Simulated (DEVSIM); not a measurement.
Device: abrupt Si p-n junction, at 300 K.

| layer (left to right) | material | thickness (μm) | Nd (cm⁻³) | Na (cm⁻³) | τn (s) | τp (s) |
|---|---|---|---|---|---|---|
| 1 | Si | 7.30 | - | 1.5e16 | 1.9e-7 | 1.9e-7 |
| 2 | Si | 4.70 | 4.5e15 | - | 1.9e-7 | 1.9e-7 |

Left contact: ohmic. Right contact: ohmic. Voltage is applied to the left contact. Recombination: SRH at mid-gap, radiative. Mobility is constant in doping.

This is a model device: material constants are rounded textbook-type values typed into the input, and sizes, dopings and lifetimes were drawn at random. Values at 300 K; Nc and Nv go as T^1.5, mobilities as T to minus their exponent, the gap by Varshni's rule with the affinity fixed.

```
parameter               Si
----------------  --------
gap (eV)             1.124
affinity (eV)         4.05
permittivity          11.7
Nc (cm⁻³)          2.86e19
Nv (cm⁻³)           3.1e19
μn (cm²/Vs)           1417
μp (cm²/Vs)            470
T exponent of μn       2.3
T exponent of μp       2.2
B (cm³/s)          4.7e-15
Varshni α (eV/K)  0.000473
Varshni β (K)          636
```

Model (solved in DEVSIM): 1D drift-diffusion, Boltzmann statistics, complete ionisation; no tunnelling, impact ionisation, image-force lowering or self-heating.

The temperature was swept, all else fixed.

| temperature (K) | potential step across the device at zero bias (V) | dark forward voltage at 100 A/cm² (V) | largest field in the device at zero bias (V/cm) | dark forward voltage at 1 A/cm² (V) |
|---|---|---|---|---|
| 250 | 0.795 | 0.823 | 28000 | 0.691 |
| 300 | 0.700 | 0.745 | 26000 | 0.581 |
| 350 | 0.602 | 0.668 | 24000 | 0.469 |
| 400 | 0.502 | 0.591 | 22000 | 0.355 |
| 450 | 0.399 | 0.514 | 19000 | 0.239 |
| 500 | 0.293 | 0.438 | 16000 | 0.125 |

From the first row to the last the potential step across the device at zero bias goes from 0.795 to 0.293. From the first row to the last the dark forward voltage at 100 A/cm² goes from 0.823 to 0.438.
